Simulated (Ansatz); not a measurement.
Base system: Ru in the hcp (Mg type) structure (space group P6_3/mmc, No. 194; a = 2.6761 Å, c = 4.2206 Å).

Computed with plane-wave PAW DFT at the LDA level (Ansatz, an electronic-structure program, 420 eV), no spin-orbit coupling.

For the base:

```
Quantity              Result
-------------------  -------
Lattice parameter a  2.676 Å
c/a ratio              1.577
```

Modification: hydrostatic tension (pressure −2 GPa).

Q: Estimate the effect on the lattice parameter a.

A: The lattice parameter a increases by 0.005 Å, from 2.676 Å to 2.681 Å.

Q: What happens to the c/a ratio?

A: The c/a ratio remains 1.577.

Load acts through the strain it causes; cell and atoms are relaxed under it. Whether these cells are dynamically stable was not tested. All final runs are without spin polarisation.
